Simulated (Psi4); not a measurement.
Psi4 1.11, PBE/def2-svp: Ta(O)(OSiH3)3 ([O]=[Ta]([O][SiH3])([O][SiH3])[O][SiH3]), 17 atoms. The geometry is a generated start, not checked to be a minimum at this level.

```yaml
task: energy
method: pbe
basis: def2-svp
memory: 3 GB
maxiter: 100
keys_of_the_molecule_block: symmetry c1
scf_type: df (default)
e_convergence: 1e-06 (default)
d_convergence: 1e-06 (default)
dft_radial_points: 75 (default)
dft_spherical_points: 302 (default)
effective_core_potentials: those of the basis set, past Kr
basis_functions: 187
grid_points: 364933
```

```xyz
17

Ta     0.1486     0.4444     0.1175
O      0.6189     2.0884    -0.0624
O     -1.6522     0.2852    -0.3998
Si    -3.0447     0.5359    -1.2013
H     -2.7928     1.5365    -2.2454
H     -4.0231     0.9818    -0.2015
H     -3.4147    -0.7684    -1.7731
O      0.4098    -0.0661     1.9076
Si     0.7985     0.0319     3.4832
H      0.3467     1.3390     3.9729
H      2.2531    -0.1402     3.5837
H      0.0811    -1.0762     4.1283
O      1.1868    -0.5994    -1.0501
Si     2.0970    -1.0461    -2.3186
H      3.3779    -1.5042    -1.7648
H      2.2442     0.1082    -3.2154
H      1.3647    -2.1508    -2.9608
```

Charge 0 and multiplicity 1 are set for this test and not shown to be the ground state.

With the defaults (diis = true, scf_initial_accelerator = adiis, damping_percentage = 0, diis_max_vecs = 10, level_shift = 0, level_shift_cutoff = 0.01, guess = auto, which took SAD, soscf = false, soscf_start_convergence = 0.01) it converges in 11 SCF iterations. One run each on 2 threads, with these changes:
- level_shift = 0.5, level_shift_cutoff = 0.001
- soscf = true, soscf_start_convergence = 0.001
- level_shift = 0.1, level_shift_cutoff = 0.001
- diis_max_vecs = 6
- guess = sapgau
- guess = huckel
- diis = false, scf_initial_accelerator = none, damping_percentage = 60
- guess = core
- diis_max_vecs = 3

### Question
Name the settings that don't reach the solution of the defaults.

### Answer
No convergence: diis = false, scf_initial_accelerator = none, damping_percentage = 60 (the run ends without SCF convergence in 100 iterations). The rest reach the solution of the defaults.

| setting | SCF iterations | JK calls | end |
|---|---|---|---|
| soscf = true, soscf_start_convergence = 0.001 | 10 | 26 | same solution |
| the defaults | 11 | 12 | same solution |
| level_shift = 0.5, level_shift_cutoff = 0.001 | 11 | 12 | same solution |
| level_shift = 0.1, level_shift_cutoff = 0.001 | 11 | 12 | same solution |
| diis_max_vecs = 6 | 13 | 14 | same solution |
| guess = huckel | 14 | 81 | same solution |
| guess = core | 26 | 26 | same solution |
| guess = sapgau | 29 | 29 | same solution |
| diis_max_vecs = 3 | 40 | 41 | same solution |
| diis = false, scf_initial_accelerator = none, damping_percentage = 60 | 100 | 101 | no convergence |

An SOSCF iteration holds several JK calls; a Hückel guess adds calls on atoms. 1 further run of the study ended by our limits or in an error and is left out.
